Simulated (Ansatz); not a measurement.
BN (Fmm2, No. 42, 2 atoms in the cell; start mp-685145; a measured phase of this formula has another space group)

All values below come from r²SCAN (plane waves, PAW; Ansatz, a quantum-chemistry and plane-wave program).

Run with plane-wave cutoff 500 eV, 18×18×18 k mesh, Fermi–Dirac smearing 0.05 eV, scalar-relativistic PAW data made under PBE.

Cell (relaxed at this level):

BN has the orthorhombic space group Fmm2 (No. 42), Pearson symbol oF8. Cell: a = 2.5017 Å, b = 6.9570 Å, c = 4.3290 Å, α = β = γ = 90.00°. B on 4a sees 3 N at 1.444 Å (trigonal planar). N on 4a is coordinated by 3 B at 1.444 Å (trigonal planar). (Neighbours: up to the widest gap in distance over summed covalent radii, below 1.35, at either atom.)
(The calculation used a cell of 2 atoms; values per cell refer to that cell.)

```yaml
band_gap: 4.28 eV (on the SCF k mesh)
```

Note: the relaxation could not lower the start's symmetry, so the cell can be a saddle point above a distorted one; the cell has widely spaced layers and the level no dispersion term, so their spacing and the moduli can rest on weak binding.

The computed numbers hold no vibrational or temperature effects.

A start named mp-… is a Materials Project structure, which need not be a measured phase.
